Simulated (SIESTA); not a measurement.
## Several settings converged on LiMnTe₂ (P3m1, 4 atoms in the cell)

```xyz
4
Lattice="4.2195 0.0000 0.0000 -2.1097 3.6542 0.0000 0.0000 0.0000 7.1774" Properties=species:S:1:pos:R:3 pbc="T T T"
Li     0.0000     0.0000     5.7702
Mn     0.0000     2.4361     2.5033
Te     0.0000     2.4361     7.1580
Te     2.1097     1.2181     3.6580
```
Moments meant for the start (each program seeds them in its own way; μB, in the order of the atoms Li Mn Te Te): 0.0 4.0 0.0 0.0.

Base method: LDA PW92, numerical atomic orbitals DZP, PseudoDojo LDA standard norm-conserving potentials (rewritten from UPF to PSML) run with SIESTA 5.4.2.

Base settings: XC.functional = LDA; XC.authors = PW92; potentials = PseudoDojo LDA standard; PAO.BasisSize = DZP; PAO.EnergyShift = 0.01 Ry; MeshCutoff = 300 Ry; kgrid.MonkhorstPack = 4 4 2; OccupationFunction = FD; ElectronicTemperature = 100 meV; Spin = polarized.

Core times come from one kind of shared machine, to one figure; runs under 30 s give none.

**Shifted k-point meshes**

Only quantities that move along the ladder and can be compared are tabulated.

| kgrid.MonkhorstPack | free energy less the last step's (meV/atom) | pressure (GPa) | largest difference of a force vector from the last step's (eV/Å) | core time / last (rough) |
|---|---|---|---|---|
| 2 2 1 shifted by 0.5 0.5 0.5 | 48.30 | -2.51 | 0.145 | – |
| 4 4 2 shifted by 0.5 0.5 0.5 | 4.78 | -3.40 | 0.041 | 0.2 |
| 6 6 3 shifted by 0.5 0.5 0.5 | -0.42 | -3.48 | 0.013 | 0.3 |
| 7 7 4 shifted by 0.5 0.5 0.5 | -0.27 | -3.45 | 0.004 | 0.3 |
| 13 13 7 shifted by 0.5 0.5 0.5 | 0.00 | -3.45 | 0.000 | 1 |

Coarsest kgrid.MonkhorstPack that holds the forces within 0.02 eV/Å of the last step, with all finer ones: 6 6 3 shifted by 0.5 0.5 0.5, at about 0.3 of the last step's time; the step before is off by 0.041 eV/Å.

Coarsest kgrid.MonkhorstPack that holds the pressure within 0.05 GPa of the last step, with all finer ones: 4 4 2 shifted by 0.5 0.5 0.5, at about 0.2 of the last step's time; the step before is off by 0.94 GPa.

Coarsest kgrid.MonkhorstPack that holds the free energy within 2 meV/atom of the last step, with all finer ones: 6 6 3 shifted by 0.5 0.5 0.5, at about 0.3 of the last step's time; the step before is off by 4.8 meV/atom.

**The k-point mesh at a smearing width of 0.05 eV**

In this ladder: ElectronicTemperature = 50 meV.

The second cell is the first with its lattice scaled by 0.98.

Only quantities that move along the ladder and can be compared are tabulated.

| kgrid.MonkhorstPack | free energy less the last step's (meV/atom) | energy of the compressed cell less the first (meV/atom) | pressure (GPa) | largest difference of a force vector from the last step's (eV/Å) | core time / last (rough) |
|---|---|---|---|---|---|
| 3 3 2 | 2.71 | -24.16 | -3.41 | 0.083 | – |
| 5 5 3 | -1.38 | -24.88 | -3.46 | 0.041 | 0.4 |
| 7 7 4 | 0.77 | -25.30 | -3.50 | 0.017 | 0.5 |
| 8 8 4 | 0.31 | -25.28 | -3.50 | 0.016 | 0.5 |
| 12 12 6 | 0.00 | -25.38 | -3.51 | 0.000 | 1 |

Coarsest kgrid.MonkhorstPack that holds the forces within 0.02 eV/Å: not settled: the last two steps still differ by 0.016 eV/Å, over half the tolerance, so the ladder does not show it.

Coarsest kgrid.MonkhorstPack that holds the free energy within 2 meV/atom of the last step, with all finer ones: 5 5 3, at about 0.4 of the last step's time; the step before is off by 2.7 meV/atom.

Coarsest kgrid.MonkhorstPack that holds the energy of the compressed cell less the first within 1 meV/atom of the last step, with all finer ones: 5 5 3, at about 0.4 of the last step's time; the step before is off by 1.2 meV/atom.

The energy difference between the two cells stays within 1 meV/atom of the last step's from 5 5 3 on, the total only from 7 7 4 on: much of the error is common to both cells and cancels.

**The SCF threshold**

In this ladder: SCF.DM.Tolerance = default; SCF.DM.Converge = false; SCF.H.Converge = false; SCF.FreeE.Converge = true.

The mesh stays at the base's, so the ladder's end is converged at best in this setting alone.

Only quantities that move along the ladder and can be compared are tabulated.

```tsv
SCF.FreeE.Tolerance	free energy less the last step's (meV/atom)	pressure (GPa)	largest difference of a force vector from the last step's (eV/Å)	core time / last (rough)
1.0E-01 eV	11.13	-3.72	0.095	0.1
1.0E-03 eV	1.05	-3.64	0.032	0.2
1.0E-05 eV	0.00	-3.54	0.002	0.2
1.0E-07 eV	0.00	-3.54	0.000	0.3
1.0E-10 eV	0.00	-3.54	0.000	1
```

Coarsest SCF.FreeE.Tolerance that holds the free energy within 2 meV/atom of the last step, with all finer ones: 1.0E-03 eV, at about 0.2 of the last step's time; the step before is off by 11 meV/atom.

Coarsest SCF.FreeE.Tolerance that holds the pressure within 0.1 GPa of the last step, with all finer ones: 1.0E-05 eV, at about 0.2 of the last step's time; the step before is off by 0.11 GPa.

Coarsest SCF.FreeE.Tolerance that holds the forces within 0.005 eV/Å of the last step, with all finer ones: 1.0E-05 eV, at about 0.2 of the last step's time; the step before is off by 0.032 eV/Å.

On the base run: the starting cell comes from a database of computed structures (which also holds hypothetical and non-ambient phases and stackings), without a prior relaxation at this level. Its lattice was rescaled by up to half a per cent. One atom was moved a little off its site on purpose. With one magnetic atom in the cell only a parallel order is possible. Values carry the incompleteness of an atom-centred basis. In the base run, with a pressure of about -4 GPa the cell is away from its equilibrium volume at this level. Without a gap this mesh is coarse (it stands for a supercell whose shortest vector is 14 Å).

Left out of this page: 1 run of the series failed or unconverged.
